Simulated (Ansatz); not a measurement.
The reference is SnSe₂ in the CdI2 type structure (space group P-3m1, No. 164; layered, stacked along the Cartesian z axis).

```yaml
crystal:
  lattice:
    - [3.79364, 0.00000, 0.00000]
    - [-1.89682, 3.28539, 0.00000]
    - [0.00000, 0.00000, 5.74382]
  atoms:
    - { symbol: Sn, position: [0.00000, 0.00000, 0.00000] }
    - { symbol: Se, position: [0.33333, 0.66667, 0.27602] }
    - { symbol: Se, position: [0.66667, 0.33333, 0.72398] }
```

Cartesian axes are those of the cell as printed.

All numbers come from plane-wave PAW DFT at the PBEsol-D3(BJ) level (Ansatz, an electronic-structure program, 420 eV), no SOC.

Strains are applied to the cell and any free atomic positions relax; under biaxial strain the out-of-plane vector relaxes too.

One change was made to it. Results:

| quantity | base | after |
|---|---|---|
| shortest interatomic distance | 2.704 Å | 2.714 Å |
| pressure (mean of the normal stresses, compression positive) | 0.0 GPa | -0.7 GPa |
| band gap | zero | zero |

Q: What was done to the base?
A) biaxial strain +2.00 %, plane normal [001], relaxed out of plane
B) biaxial strain +1.00 %, plane normal [001], relaxed out of plane
C) biaxial strain +3.00 %, plane normal [001], relaxed out of plane

A: B, biaxial strain +1.00 %, plane normal [001], relaxed out of plane. For comparison, the shortest interatomic distance in the other runs: biaxial strain +3.00 %, plane normal [001], relaxed out of plane gives 2.737 Å; biaxial strain +2.00 %, plane normal [001], relaxed out of plane gives 2.725 Å.

A case with no gap was solved on a k-mesh chosen for an insulator, which is coarse for it. No phonon test of stability was made. All final runs are without spin polarisation. Gaps under 0.05 eV, about the width of the smearing, are given as zero. The zero or small gap of SnSe2 can change with the level of theory.
